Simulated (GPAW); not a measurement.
GPAW run on Mg2Ge (Fm-3m, 3 atoms in the cell): self-consistent single point

Level of theory: PBE, GPAW PAW datasets PBE (gpaw-data 1.0.1) (plane waves; GPAW 25.7.0).

Input:

```python
from ase import Atoms
from ase.units import GPa
from gpaw import GPAW

atoms = Atoms(['Mg', 'Mg', 'Ge'],
              cell=[[0.000000, 3.202445, 3.202445],
                    [3.202445, 0.000000, 3.202445],
                    [3.202445, 3.202445, 0.000000]],
              positions=[[4.803667, 4.803667, 4.803667],
                         [1.601222, 1.601222, 1.601222],
                         [0.000000, 0.000000, 0.000000]],
              pbc=True)

calc = GPAW(mode={'name': 'pw', 'ecut': 800},
            xc='PBE',
            kpts={'size': (6, 6, 6), 'gamma': True},
            occupations={'name': 'fermi-dirac', 'width': 0.136},
            nbands=-8,
            convergence={'density': 1e-05, 'bands': -6},
            symmetry={'symmorphic': False, 'tolerance': 0.0005},
            maxiter=100,
            txt='-')

atoms.calc = calc

energy = atoms.get_potential_energy()
print('Energy (eV):', round(energy, 6))
forces = atoms.get_forces()
print('Forces (eV/Ang):')
print(forces.round(5))
stress = atoms.get_stress()
print('Stress (GPa, Voigt):', (stress / GPa).round(4))
```

Log, with long lists cut:

```
Input parameters:
  convergence: {bands: -6,
                density: 1e-05}
  kpts: {gamma: True,
         size: (6, 6, 6)}
  maxiter: 100
  mode: {ecut: 800,
         name: pw}
  nbands: -8
  occupations: {name: fermi-dirac,
                width: 0.136}
  symmetry: {symmorphic: False,
             tolerance: 0.0005}
  xc: PBE

species:
  Mg:
    name: Magnesium
    Z: 12.0
    valence: 10
    core: 2
    charge: 0.0
    file: Mg.PBE.gz

    # Using partial waves for Mg as LCAO basis

  Ge:
    name: Germanium
    Z: 32.0
    valence: 4
    core: 28
    charge: 0.0
    file: Ge.PBE.gz

    # Using partial waves for Ge as LCAO basis

Reference energy: -67996.927630  # eV

Spin-paired calculation

Convergence criteria:
 Maximum [total energy] change in last 3 cyles: 0.0005 eV / valence electron
 Maximum integral of absolute [dens]ity change: 1e-05 electrons / valence electron
 Maximum integral of absolute [eigenst]ate change: 4e-08 eV^2 / valence electron
 Maximum number of scf [iter]ations: 100

Symmetries present (total): 48
Symmetries with fractional translations: 0
216 k-points: 6 x 6 x 6 Monkhorst-Pack grid + [1/12,1/12,1/12]
16 k-points in the irreducible part of the Brillouin zone
       k-points in crystal coordinates                weights
   0:     0.00000000    0.00000000    0.00000000          1/216
   1:     0.16666667    0.16666667    0.00000000          6/216
   2:     0.16666667    0.16666667    0.16666667          8/216
   [... 7 lines left out ...]
          ...
  15:     0.50000000    0.50000000    0.50000000          4/216

Wave functions: Plane wave expansion
  Cutoff energy: 800.000 eV
  Number of coefficients (min, max): 3352, 3399
  Pulay-stress correction: 0.000000 eV/Ang^3 (de/decut=0.000000)

Occupation numbers: Fermi-Dirac:
  width: 0.1360  # eV

Eigensolver

Densities:
  Coarse grid: 30*30*30 grid
  Fine grid: 60*60*60 grid
  Total Charge: 0.000000

Density mixing:
  Method: separate
  Backend: pulay
  Linear mixing parameter: 0.05
  old densities: 5
  Damping of long wavelength oscillations: 50

Hamiltonian:
  XC and Coulomb potentials evaluated on a 60*60*60 grid
  External potential:
    NoExternalPotential

XC parameters: PBE with 2 nearest neighbor stencil

Number of atoms: 3
Number of atomic orbitals: 20
Number of bands in calculation: 20
Number of valence electrons: 24
Bands to converge: 14

Density initialized from atomic densities
  20 bands from LCAO basis set

Atomic positions and initial magnetic moments

Positions:
   0 Mg     4.803667    4.803667    4.803667    ( 0.0000,  0.0000,  0.0000)
   1 Mg     1.601222    1.601222    1.601222    ( 0.0000,  0.0000,  0.0000)
   2 Ge     0.000000    0.000000    0.000000    ( 0.0000,  0.0000,  0.0000)

Unit cell:
           periodic     x           y           z      points  spacing
  1. axis:    yes    0.000000    3.202445    3.202445    30     0.1233
  2. axis:    yes    3.202445    0.000000    3.202445    30     0.1233
  3. axis:    yes    3.202445    3.202445    0.000000    30     0.1233

  Lengths:   4.528941   4.528941   4.528941
  Angles:   60.000000  60.000000  60.000000

Effective grid spacing dv^(1/3) = 0.1345

     iter     time        total  log10-change:
                         energy   eigst   dens
iter:   1 --:--:--    -8.798756   +0.57
iter:   2 --:--:--    -8.775114   -0.07  -1.15
iter:   3 --:--:--    -8.531163   -0.76  -1.19
iter:   4 --:--:--    -8.549568   -1.70  -1.59
iter:   5 --:--:--    -8.573782   -1.38  -1.73
iter:   6 --:--:--    -8.541322   -2.73  -1.89
iter:   7 --:--:--    -8.541437   -3.73  -3.10
iter:   8 --:--:--    -8.541560c  -4.59  -3.10
iter:   9 --:--:--    -8.541857c  -3.66  -3.01
iter:  10 --:--:--    -8.541367c  -5.38  -2.66
iter:  11 --:--:--    -8.541522c  -4.17  -2.89
iter:  12 --:--:--    -8.541231c  -5.46  -3.11
iter:  13 --:--:--    -8.541210c  -6.81  -3.85
iter:  14 --:--:--    -8.541216c  -7.68c -3.82
iter:  15 --:--:--    -8.541210c  -7.36  -3.89
iter:  16 --:--:--    -8.541207c  -6.67  -3.92
iter:  17 --:--:--    -8.541208c  -7.40  -3.96
iter:  18 --:--:--    -8.541208c  -8.42c -3.97
iter:  19 --:--:--    -8.541218c  -7.09  -4.01
iter:  20 --:--:--    -8.541219c  -7.89c -4.47
iter:  21 --:--:--    -8.541220c  -8.33c -4.49
iter:  22 --:--:--    -8.541220c  -8.02c -4.49
iter:  23 --:--:--    -8.541220c  -8.68c -4.57
iter:  24 --:--:--    -8.541217c  -8.42c -4.61
iter:  25 --:--:--    -8.541217c  -9.59c -5.53c

Converged after 25 iterations.

Dipole moment: (-0.000003, -0.000003, -0.000003) |e|*Ang

Energy contributions relative to reference atoms: (reference = -67996.927630)

Kinetic:         +9.178552
Potential:       -5.201077
External:        +0.000000
XC:             -12.460113
Entropy (-ST):   -0.018566
Local:           -0.049296
SIC:             +0.000000
--------------------------
Free energy:     -8.550500
Extrapolated:    -8.541217

Showing only first 2 kpts
 Kpt  Band  Eigenvalues  Occupancy
  0    10      4.45772    1.44917
  0    11      4.45772    1.44917
  0    12      5.46650    0.00316
  0    13      7.24191    0.00000

  1    10      3.67722    1.99756
  1    11      3.67722    1.99756
  1    12      6.36660    0.00000
  1    13      6.96094    0.00000

Fermi level: 4.58927

Gap: 0.143 eV
Transition (v -> c):
  (s=0, k=0, n=11, [0.00, 0.00, 0.00]) -> (s=0, k=12, n=12, [0.50, 0.50, 0.00])
Direct/indirect transitions are different
Direct gap: 1.009 eV
Transition at: (s=0, k=0, n=11, [0.00, 0.00, 0.00])
Energy (eV): -8.541217

Forces in eV/Ang:
  0 Mg   -0.00000   -0.00000    0.00000
  1 Mg    0.00000   -0.00000    0.00000
  2 Ge    0.00000   -0.00000   -0.00000

Stress tensor:
    -0.002695    -0.000000     0.000000
    -0.000000    -0.002695    -0.000000
     0.000000    -0.000000    -0.002695
Stress (GPa, Voigt): [-0.4317 -0.4317 -0.4317 -0.      0.     -0.    ]
```

The run converged in 25 iterations. GPAW prints stress with tension positive.

The starting cell comes from a database of computed structures (which also holds hypothetical and non-ambient phases and stackings), without a prior relaxation at this level. Its lattice was rescaled by a random factor within 2.5 % of one. The log's line on a gap gives a spacing of levels on this mesh, which the program prints for metals too.
